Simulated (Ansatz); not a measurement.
For Ag (P6₃/mmc, No. 194, 2 atoms in the cell; start COD 1509145; another form than the element's usual one), LDA (plane waves, PAW; Ansatz, a program for electronic structure) gives:

```
Property                              Result
------------------------------  ------------
equilibrium lattice constant a       2.825 Å
c axis length                        4.641 Å
bulk modulus B0                      138 GPa
cohesive energy                 3.63 eV/atom
```

**Question.** What does r²SCAN in Ansatz (plane waves, PAW) give for the same quantities?

**Answer.** 
- lattice constant a: 2.899 Å (rises by 2.6 %)
- lattice parameter c: 4.759 Å (increases by 2.5 %)
- bulk modulus: 103 GPa (shrinks by 25 %)
- cohesive energy: 2.87 eV/atom (falls by 0.76 eV/atom)

Changes are worked out from the printed values.

Unless a cell is named, each level is at its own relaxed cell (LDA 16.04, r²SCAN 17.32 Å³/atom).

Caveats: the bulk modulus is −V dP/dV from two relaxed cells at ±2 % in volume (LDA, r²SCAN); the relaxation could not lower the start's symmetry, so the cell can be a saddle point above a distorted one (LDA, r²SCAN). Ansatz's density-functional and Hartree–Fock values are scalar-relativistic unless marked +SOC, with PAW data made under PBE.
